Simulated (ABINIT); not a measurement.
ABINIT run on Hg3Ge (P6_3/mmc, 8 atoms in the cell): self-consistent single point.

Method: LDA (PW92), PAW (JTH v2.0 LDA PAW) (plane waves; ABINIT).

The change in words: lattice scaled by 0.98. Reference geometry:
```
Hg3Ge
1.0
    6.47046     0.00000     0.00000
   -3.23523     5.60358     0.00000
    0.00000     0.00000     5.24724
Ge Hg
2 6
Direct
  0.66667   0.33333   0.25000
  0.33333   0.66667   0.75000
  0.33728   0.16864   0.75000
  0.66272   0.83136   0.25000
  0.16864   0.33728   0.25000
  0.83136   0.66272   0.75000
  0.83136   0.16864   0.75000
  0.16864   0.83136   0.25000
```

Reference input (self-consistent single point, DFT, LDA (PW92), plane waves, PAW (JTH v2.0 LDA PAW)): pseudos = [Ge.LDA_PW-JTH.xml, Hg.LDA_PW-JTH.xml]; ecut = 21 Ha; pawecutdg = 42 Ha; pawxcdev = 0; ixc = 7; occopt = 7; tsmear = 0.00367493 Ha; ngkpt = 3 3 4; nshiftk = 1; shiftk = 0 0 0; potentials = JTH v2.0 LDA PAW; nband = 63. This run's input differs from it in these lines:

```diff
@@ -5,5 +5,5 @@
 rprim
-        12.2273975904   -0.0000000673    0.0000000000
-        -6.1136987369   10.5892369691    0.0000000000
-         0.0000000000    0.0000000000    9.9158465102
+        11.9828494566   -0.0000004085    0.0000000000
+        -5.9914243746   10.3774522434    0.0000000000
+         0.0000000000    0.0000000000    9.7175292020
 natom 8
@@ -13,10 +13,10 @@
 xcart
-         6.1136988146    3.5297456115    2.4789616275
-         0.0000000389    7.0594912903    7.4368848826
-         3.0930425043    1.7857688998    7.4368848826
-         3.0206563492    8.8034680020    2.4789616275
-         0.0000000197    3.5715378336    2.4789616275
-         6.1136988338    7.0176990682    7.4368848826
-         9.1343551057    1.7857688665    7.4368848826
-        -3.0206562523    8.8034680353    2.4789616275
+         5.9914248462    3.4591504755    2.4293823005
+         0.0000002358    6.9183013594    7.2881469015
+         3.0311816582    1.7500534086    7.2881469015
+         2.9602434238    8.6273984263    2.4293823005
+         0.0000001193    3.5001070238    2.4293823005
+         5.9914249627    6.8773448111    7.2881469015
+         8.9516679177    1.7500532067    7.2881469015
+        -2.9602428357    8.6273986282    2.4293823005
 ecut 21
```

Log, with long lists cut:

```
--- !BeginCycle
solver: {iscf: 17, nstep: 50, nline: 4, wfoptalg: 10, }
tolerances: {tolvrs: 1.00E-10, }
...

     iter   Etot(hartree)      deltaE(h)  residm     nres2
 ETOT  1  -444.57893027535    -4.446E+02 9.851E-01 6.774E+01
 ETOT  2  -446.21887712252    -1.640E+00 6.690E-02 5.143E+01
 ETOT  3  -445.99172672327     2.272E-01 3.502E-02 2.201E+01
 ETOT  4  -446.08103457986    -8.931E-02 1.681E-02 3.809E+01
 ETOT  5  -446.08043471444     5.999E-04 9.421E-03 4.105E+01
   [... 25 lines left out ...]
 ETOT 31  -445.91942471518    -3.757E-11 2.085E-05 1.243E-08
 ETOT 32  -445.91942471515     3.018E-11 8.426E-06 1.102E-10
 ETOT 33  -445.91942471516    -1.330E-11 1.552E-05 1.243E-10
 ETOT 34  -445.91942471516    -2.615E-12 6.294E-06 2.506E-11
 At SCF step   34       nres2   =  2.51E-11 < tolvrs=  1.00E-10 =>converged.

 Cartesian components of stress tensor (hartree/bohr^3)
  sigma(1 1)=  8.05901173E-05  sigma(3 2)=  0.00000000E+00
  sigma(2 2)=  8.05901173E-05  sigma(3 1)=  0.00000000E+00
  sigma(3 3)=  2.50449293E-04  sigma(2 1)=  1.36504639E-13

 ----iterations are completed or convergence reached----

 reduced coordinates (array xred) for    8 atoms
       0.666666666667      0.333333333333      0.250000000000
       0.333333333333      0.666666666667      0.750000000000
       0.337280000002      0.168640000001      0.750000000000
       0.662719999998      0.831359999999      0.250000000000
       0.168640000001      0.337280000002      0.250000000000
       0.831359999999      0.662719999998      0.750000000000
   [... lines left out ...]
 Fermi (or HOMO) energy (hartree) =   0.20172   Average Vxc (hartree)=  -0.38977
 Fermi (or HOMO) energy (eV) =   5.48897   Average Vxc (eV)= -10.60631
   [... lines left out ...]
'-kT*entropy'       : -7.55167369625386E-04
total_energy        : -4.45919436933561E+02
total_energy_eV     : -1.21340849690342E+04
...

-Cartesian components of stress tensor (GPa)         [Pressure= -4.0369E+00 GPa]
- sigma(1 1)=  2.37104271E+00  sigma(3 2)=  0.00000000E+00
- sigma(2 2)=  2.37104271E+00  sigma(3 1)=  0.00000000E+00
- sigma(3 3)=  7.36847137E+00  sigma(2 1)=  4.01610445E-09

 Calculation completed.
```

The run converged in 34 iterations. Against the reference run the free energy drops by 43.8 meV/atom, the pressure goes from -6.42 to -4.04 GPa and the largest force goes from 0.033 to 0.021 eV/Å.

The starting cell comes from a database of computed structures (which also holds hypothetical and non-ambient phases and stackings), without a prior relaxation at this level. For this run, on top of that: lattice scaled by 0.98. With a pressure of about -4 GPa the cell is away from its equilibrium volume at this level.

Cost on one core of a shared machine: roughly 5 min.
